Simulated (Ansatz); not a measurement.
Hypothetical I4_132 P, response to strain

Take P (space group I4_132, No. 214; a = 6.116 Å; a hypothetical phase, not in the database extracts checked; relaxed with 0.1 eV smearing) as the base. Axes: x, y, z lie along the cube axes.

Strains are applied to the cell and any free atomic positions relax.

Levels (all Ansatz, a first-principles code, PAW): PBE (420 eV, no spin-orbit coupling); PBEsol (420 eV, no SOC).

The base cell above is that of PBE; each level relaxes its own structures.

Notes on the quantities. energy relative to the base: free energy F.

```csv
case,"energy relative to the base, PBE","energy relative to the base, PBEsol"
isotropic strain +1.33 %,+4.4 meV/atom,+5.1 meV/atom
uniaxial strain ε_xx = −3.10 %,+3.3 meV/atom,+3.6 meV/atom
uniaxial strain ε_yy = +1.98 %,+1.3 meV/atom,+1.4 meV/atom
uniaxial strain ε_zz = −2.64 %,+2.4 meV/atom,+2.6 meV/atom
tensor shear ε_xz = −0.61 %,+0.1 meV/atom,+0.1 meV/atom
```

The two levels differ by at most about 0.7 meV/atom. They put the cases in the same order.

Stability against distortions was not tested.
